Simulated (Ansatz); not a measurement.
# TiAl3 under a change: biaxial strain −2.69 %, plane normal [001], relaxed out of plane

Take TiAl₃ (space group I4/mmm, No. 139; a = 3.826 Å, c = 8.554 Å; relaxed with 0.1 eV smearing) as the base. Axes: x, y, z lie along a, b, c of the conventional cell.

The change: compressive biaxial strain of 2.69 % in the plane normal to [001], as in epitaxy on a mismatched substrate; the out-of-plane cell vector and the atoms relax.

Method: Kohn–Sham DFT with the r2SCAN functional, run in Ansatz (a program for electronic structure) with PAW and 500 eV plane waves, no spin-orbit coupling. Settings: 21×21×21 k-points, 0.1 eV Fermi–Dirac smearing.

The volume per atom falls by 0.67 Å³ to 14.98 Å³ and the space group stays I4/mmm (No. 139). The shortest interatomic distance drops by 7.3 pm to 263.3 pm and the energy grows by 21 meV/atom. The pressure (mean of the normal stresses, compression positive) goes from zero to 5.8 GPa and the band gap is still zero. The out-of-plane strain comes out as +1.08 % and the ratio −ε⊥/ε∥ is 0.40.

Final structure (turned so that z lies along the plane normal):

```xyz
4
Lattice="3.7233 0.0000 0.0000 0.0000 3.7233 0.0000 1.8617 -1.8617 4.3232" Properties=species:S:1:pos:R:3 pbc="T T T"
Al     1.8617     1.8617     0.0000
Al     1.8617     0.0000     2.1616
Al     3.7233     1.8617     2.1616
Ti     0.0000     0.0000     0.0000
```

Cost of the whole job for the changed cell (relaxation, final SCF and bands): very roughly 5 core-minutes.

Stability against distortions was not tested. The final runs are not spin-polarised.
